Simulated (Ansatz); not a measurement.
CsCl-type NiTi (cubic form, which distorts at low temperature) was calculated with BLYP in Ansatz (plane waves, PAW).

Numerical settings: plane-wave cutoff 520 eV, 18×18×18 k mesh, Fermi–Dirac smearing 0.05 eV, spin-polarised start, scalar-relativistic PAW data made under PBE.

Computed at the level's own relaxed cell.

Give the computed equilibrium volume per atom, bulk modulus, lattice constant a and pressure derivative B′ of the bulk modulus.


* **equilibrium volume per atom**: 14.12 Å³/atom
* **bulk modulus**: 145 GPa
* **lattice constant a**: 3.045 Å
* **pressure derivative B′ of the bulk modulus**: 4.4

The run finds no gap.

Note: the starting moments vanished in the run, and other orders were not tried; symmetry holds this phase in the static calculation, where it need not be a minimum; the relaxation could not lower the start's symmetry, so the cell can be a saddle point above a distorted one.

Ansatz is a first-principles code.
